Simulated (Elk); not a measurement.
Input and output of a self-consistent single point for MgAu₃ (Pm-3m, 4 atoms in the cell) (Elk).

Computed with LDA (PW92), all-electron FP-LAPW, Elk's shipped species files, APW+lo basis with extra local orbitals in Elk.

```xyz
4
Lattice="4.1065 0.0000 0.0000 0.0000 4.1065 0.0000 0.0000 0.0000 4.1065" Properties=species:S:1:pos:R:3 pbc="T T T"
Mg     0.0000     0.0000     0.0000
Au     2.0533     2.0533     0.0000
Au     0.0000     2.0533     2.0533
Au     2.0533     0.0000     2.0533
```

Reference input (self-consistent single point, DFT, PBEsol, all-electron FP-LAPW, Elk's shipped species files, APW+lo basis with extra local orbitals): xctype = 22; rgkmax = 7.5; swidth = 0.00367493 Ha; ngridk = 6 6 6; gmaxvr = 14 1/bohr; nxlo = 2; lorbcnd = true; rmtscf = 0.92; lmaxi = 2; maxscl = 100. This run's input differs from it in these lines:

```diff
@@ -2,5 +2,2 @@
   0
-
-xctype
-  22
```

Log, with long lists cut:

```
│ Self-consistent loop started │
│ Loop number : 1 │
 total energy                :     -57278.6156632
│ Loop number : 2 │
 total energy                :     -57280.4156507
RMS change in Kohn-Sham potential (target) :   0.1872262629     (  0.1000000000E-05)
Absolute change in total energy (target)   :    1.799987466     (  0.1000000000E-03)
│ Loop number : 3 │
 total energy                :     -57296.0250361
RMS change in Kohn-Sham potential (target) :   0.1184730638     (  0.1000000000E-05)
Absolute change in total energy (target)   :    16.05938229     (  0.1000000000E-03)
│ Loop number : 4 │
   [... lines left out ...]
Absolute change in total energy (target)   :   0.7787788491E-03 (  0.1000000000E-03)
│ Loop number : 15 │
 total energy                :     -57311.7750855
RMS change in Kohn-Sham potential (target) :   0.1741255816E-07 (  0.1000000000E-05)
Absolute change in total energy (target)   :   0.2464940553E-03 (  0.1000000000E-03)
│ Loop number : 16 │
 total energy                :     -57311.7750808
RMS change in Kohn-Sham potential (target) :   0.1693982303E-07 (  0.1000000000E-05)
Absolute change in total energy (target)   :   0.6630790449E-04 (  0.1000000000E-03)
Convergence targets achieved

│ Loop number : 17 │

Energies :
 Fermi                       :     0.302624453686
 total energy                :     -57311.7750825

Density of states at Fermi energy :    40.64548538
 (states/Hartree/unit cell)

Estimated indirect band gap :   0.8700536713E-02
 from k-point      5 to k-point     15
Estimated direct band gap   :   0.2935416609E-01
 at k-point      9

Charges :
 core                        :    146.0000000
 valence                     :    103.0000000
 interstitial                :    5.616370876
 muffin-tins (core leakage)
  species :    1 (Mg)
   atom    1                 :    10.32263000     (  0.6661338148E-15)
  species :    2 (Au)
   atom    1                 :    77.68699971     (  0.3266735012E-03)
   atom    2                 :    77.68699971     (  0.3266735012E-03)
   atom    3                 :    77.68699971     (  0.3266735012E-03)
 total in muffin-tins        :    243.3836291
 total calculated charge     :    248.9827501
 total charge                :    249.0000000
 error                       :   0.1724993922E-01

│ Self-consistent loop stopped │
```

The run converged in 17 iterations. The count includes the last loop, which Elk runs after its targets are met. 

The starting cell comes from a database of computed structures (which also holds hypothetical and non-ambient phases and stackings), without a prior relaxation at this level. Spin-orbit coupling is off. Values depend on the basis (sphere radii, cutoffs, local orbitals), which need not be converged. The log's line on a gap gives a spacing of levels on this mesh, which the program prints for metals too.

Cost on one core of a shared machine: roughly 50 s.
